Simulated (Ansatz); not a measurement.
We consider antifluorite K₂S, described by PBEsol (Ansatz, an electronic-structure program, plane waves, PAW).

Run with plane-wave cutoff 520 eV, 8×8×8 k mesh, scalar-relativistic PAW data made under PBE.

Computed at the level's own relaxed cell.

Question: Estimate the elastic constant C44, Voigt–Reuss–Hill shear modulus (Hill average), elastic constant C12, Poisson ratio, Voigt–Reuss–Hill bulk modulus and elastic constant C11 that the calculation returns.

Answer: 
- elastic constant C44 = 8.95 GPa
- Voigt–Reuss–Hill shear modulus (Hill average) = 10.1 GPa
- elastic constant C12 = 12.0 GPa
- Poisson ratio = 0.284
- Voigt–Reuss–Hill bulk modulus = 20.0 GPa
- elastic constant C11 = 36.1 GPa

Elastic constants are with the ions relaxed.

Static lattice: no zero-point or thermal effects.

Cost on a shared machine: roughly 2.3 core-minutes.
